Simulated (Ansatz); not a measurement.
# Parameter sweep on ZnSeO3 (Pbca, 40 atoms in the cell)

```yaml
crystal:
  lattice:
    - [6.33829, 0.00000, 0.00000]
    - [0.00000, 12.19396, 0.00000]
    - [0.00000, 0.00000, 7.31882]
  atoms:
    - { symbol: Zn, position: [0.63520, 0.59570, 0.39260] }
    - { symbol: Zn, position: [0.36480, 0.09570, 0.10740] }
    - { symbol: Zn, position: [0.86480, 0.40430, 0.89260] }
    - { symbol: Zn, position: [0.13520, 0.90430, 0.60740] }
    - { symbol: Zn, position: [0.36480, 0.40430, 0.60740] }
    - { symbol: Zn, position: [0.63520, 0.90430, 0.89260] }
    - { symbol: Zn, position: [0.13520, 0.59570, 0.10740] }
    - { symbol: Zn, position: [0.86480, 0.09570, 0.39260] }
    - { symbol: Se, position: [0.61180, 0.85750, 0.45550] }
    - { symbol: Se, position: [0.38820, 0.35750, 0.04450] }
    - { symbol: Se, position: [0.88820, 0.14250, 0.95550] }
    - { symbol: Se, position: [0.11180, 0.64250, 0.54450] }
    - { symbol: Se, position: [0.38820, 0.14250, 0.54450] }
    - { symbol: Se, position: [0.61180, 0.64250, 0.95550] }
    - { symbol: Se, position: [0.11180, 0.85750, 0.04450] }
    - { symbol: Se, position: [0.88820, 0.35750, 0.45550] }
    - { symbol: O, position: [0.98460, 0.59320, 0.34820] }
    - { symbol: O, position: [0.01540, 0.09320, 0.15180] }
    - { symbol: O, position: [0.51540, 0.40680, 0.84820] }
    - { symbol: O, position: [0.48460, 0.90680, 0.65180] }
    - { symbol: O, position: [0.01540, 0.40680, 0.65180] }
    - { symbol: O, position: [0.98460, 0.90680, 0.84820] }
    - { symbol: O, position: [0.48460, 0.59320, 0.15180] }
    - { symbol: O, position: [0.51540, 0.09320, 0.34820] }
    - { symbol: O, position: [0.66020, 0.43450, 0.46890] }
    - { symbol: O, position: [0.33980, 0.93450, 0.03110] }
    - { symbol: O, position: [0.83980, 0.56550, 0.96890] }
    - { symbol: O, position: [0.16020, 0.06550, 0.53110] }
    - { symbol: O, position: [0.33980, 0.56550, 0.53110] }
    - { symbol: O, position: [0.66020, 0.06550, 0.96890] }
    - { symbol: O, position: [0.16020, 0.43450, 0.03110] }
    - { symbol: O, position: [0.83980, 0.93450, 0.46890] }
    - { symbol: O, position: [0.70200, 0.73400, 0.53430] }
    - { symbol: O, position: [0.29800, 0.23400, 0.96570] }
    - { symbol: O, position: [0.79800, 0.26600, 0.03430] }
    - { symbol: O, position: [0.20200, 0.76600, 0.46570] }
    - { symbol: O, position: [0.29800, 0.26600, 0.46570] }
    - { symbol: O, position: [0.70200, 0.76600, 0.03430] }
    - { symbol: O, position: [0.20200, 0.73400, 0.96570] }
    - { symbol: O, position: [0.79800, 0.23400, 0.53430] }
```

Base run A: Ansatz (a quantum-chemistry and plane-wave program) with PBEsol, default PAW files made with PBE, self-consistent single point.

Its settings: basis.ecutwfc = 420 eV; kpoints.mp_grid.grid = 2 1 2; hamiltonian.xc = pbesol; hamiltonian.pseudopotentials = {kind: paw} (the program's default PAW files); scf.occupations.method = fermi_dirac; scf.occupations.width = 0.1 eV.

The starting cell comes from a database of published, mostly measured structures (it also holds non-ambient and calculated ones), without a prior relaxation at this level. Its lattice was rescaled by a random factor within 2.5 % of one. In the base run, with a pressure of about -4 GPa the cell is away from its equilibrium volume at this level. Ansatz's pressure includes its estimate of the finite-basis (Pulay) stress.

Absolute energies have different zeros for different potentials, functionals, Hubbard and dispersion terms and are not compared across them.

Runs:
- B: hamiltonian.xc: pbesol → lda [LDA (PW92)]
- C: hamiltonian.xc: pbesol → blyp [BLYP]
- D: basis.ecutwfc: 420 eV → 500 eV; hamiltonian.xc: pbesol → r2scan [r2SCAN]

| run | pressure (GPa) | largest force (eV/Å) | gap on the mesh (eV) |
|---|---|---|---|
| A | -4.17 | 0.451 | 3.966 |
| B | (withheld) | 0.617 | (withheld) |
| C | 3.76 | 0.661 | 4.082 |
| D | -5.15 | 0.726 | 4.571 |

Q: What belongs in the gaps?

A: 
- B, pressure (GPa): -8.28
- B, gap on the mesh (eV): 3.912

Left out of this page: 2 runs of the series held back from this collection.

Keys are those of Ansatz 0.2.
